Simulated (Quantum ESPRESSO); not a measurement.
Input and output of a self-consistent single point for Ta₂SnO₇ (C2/c, 20 atoms in the cell) (Quantum ESPRESSO).

Method: PBEsol, GBRV 1.5 ultrasoft (PBESOL) pseudopotentials (plane waves; Quantum ESPRESSO 7.5).

```xyz
20
Lattice="8.3658 -2.4784 0.0000 8.3658 2.4784 0.0000 -0.5931 0.0000 5.1799" Properties=species:S:1:pos:R:3 pbc="T T T"
Ta    10.6146    -1.3486     4.1605
Ta     5.5238     1.3486     1.0194
Ta     5.2273    -1.3486     3.6093
Ta    10.9112     1.3486     1.5706
Sn     8.2175    -1.3523     1.2950
Sn     7.9210     1.3523     3.8849
O     12.4870    -0.4468     4.3367
O      3.6515     0.4468     0.8432
O      3.3549    -0.4468     3.4332
O     12.7835     0.4468     1.7467
O      5.3971    -0.2197     5.1273
O     10.7413     0.2197     0.0526
O     10.4448    -0.2197     2.6426
O      5.6937     0.2197     2.5373
O      7.9210    -0.5911     3.8849
O      8.2175     0.5911     1.2950
O     15.0946     0.0580     2.4620
O      1.0439    -0.0580     2.7179
O      1.3404     0.0580     0.1280
O     14.7980    -0.0580     5.0519
```

Reference input (self-consistent single point, DFT, PBEsol, plane waves, GBRV 1.5 ultrasoft (PBESOL) pseudopotentials): ecutwfc = 40 Ry; ecutrho = 320 Ry; occupations = smearing; smearing = fermi-dirac; degauss = 0.00147 Ry; potentials = {Ta: ta_pbesol_v1.uspp.F.UPF, Sn: sn_pbesol_v1.4.uspp.F.UPF, O: o_pbesol_v1.2.uspp.F.UPF}; K_POINTS = automatic 4 4 4 0 0 0; conv_thr = 1e-11 Ry; mixing_beta = 0.7. This run's input differs from it in these lines:

```diff
@@ -13,3 +13,3 @@
   ecutwfc = 40,
-  ecutrho = 320,
+  ecutrho = 80,
   occupations = 'smearing',
```

Output, abridged:

```
     Self-consistent Calculation

     iteration #  1     ecut=    40.00 Ry     beta= 0.70

     negative rho (up, down):  3.789E-01 0.000E+00

     total energy              =   -1332.51698765 Ry
     estimated scf accuracy    <       8.94405835 Ry

     iteration #  2     ecut=    40.00 Ry     beta= 0.70

     negative rho (up, down):  3.804E-01 0.000E+00

     total energy              =   -1315.52329157 Ry
     estimated scf accuracy    <     155.99642293 Ry

     iteration #  3     ecut=    40.00 Ry     beta= 0.70

     negative rho (up, down):  3.813E-01 0.000E+00

     total energy              =   -1336.19010841 Ry
     estimated scf accuracy    <      21.75995848 Ry

   [... 14 blocks of this kind left out ...]

     iteration # 18     ecut=    40.00 Ry     beta= 0.70

     negative rho (up, down):  3.872E-01 0.000E+00

     total energy              =   -1337.52628030 Ry
     estimated scf accuracy    <          2.7E-11 Ry

     iteration # 19     ecut=    40.00 Ry     beta= 0.70

     negative rho (up, down):  3.872E-01 0.000E+00
     End of self-consistent calculation

     the Fermi energy is    12.3055 ev

!    total energy              =   -1337.52628029 Ry
     estimated scf accuracy    <          3.3E-12 Ry
     smearing contrib. (-TS)   =      -0.00000000 Ry
     internal energy E=F+TS    =   -1337.52628029 Ry

     convergence has been achieved in  19 iterations

     negative rho (up, down):  3.872E-01 0.000E+00

     Forces acting on atoms (cartesian axes, Ry/au):

     atom    1 type  1   force =     0.00261318    0.00231937    0.00123950
     atom    2 type  1   force =    -0.00261318   -0.00231937   -0.00123950
     atom    3 type  1   force =    -0.00261318    0.00231937   -0.00123950
     atom    4 type  1   force =     0.00261318   -0.00231937    0.00123950
     atom    5 type  2   force =     0.00000000   -0.00093753    0.00000000
   [... lines left out ...]
     Total force =     0.018609     Total SCF correction =     0.000004
   [... lines left out ...]

     negative rho (up, down):  3.872E-01 0.000E+00
          total   stress  (Ry/bohr**3)                   (kbar)     P=      -42.63
  -0.00022261   0.00000000  -0.00002293          -32.75        0.00       -3.37
   0.00000000  -0.00034225  -0.00000000            0.00      -50.35       -0.00
  -0.00002293   0.00000000  -0.00030459           -3.37        0.00      -44.81

   JOB DONE.
```

The run converged in 19 iterations. Against the reference run the free energy drops by 43.7 meV/atom, the pressure goes from -8.62 to -4.26 GPa, the largest force moves little (0.166 to 0.169 eV/Å) and the gap on the mesh goes from 1.439 to 1.460 eV.

The starting cell comes from a database of computed structures (which also holds hypothetical and non-ambient phases and stackings), without a prior relaxation at this level. Spin-orbit coupling is off.

Cost on one core of a shared machine: roughly 10 min.
